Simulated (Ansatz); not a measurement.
Relaxation of the outer planes of the (201) surface of tetragonal indium in its 1x1 cell, outermost plane spacing 0.79 Å in the ideal cut.

Level of theory: PBE (plane waves to 420 eV, PAW; Ansatz, a program for electronic structure).

Slab: 14 atoms, 10.3 Å thick at the start (thin: gaps and levels are the slab's own); k 11x4x1, smearing 0.1 eV, dipole-corrected; all atoms relaxed; start symmetry kept, larger cells not searched; no spin, no spin-orbit, no U.

| plane | atoms | bulk spacing to the next (Å) | relaxed spacing (Å) | change (%) | rumpling (Å) |
|---|---|---|---|---|---|
| 1 | In | 0.789 | [?] | [?] | 0.00 |
| 2 | In | 0.789 | 0.710 | -10.0 | 0.00 |

Question: What belongs in the gaps?

Answer: 
- 1, relaxed spacing (Å): 0.730
- 1, change (%): -7.5
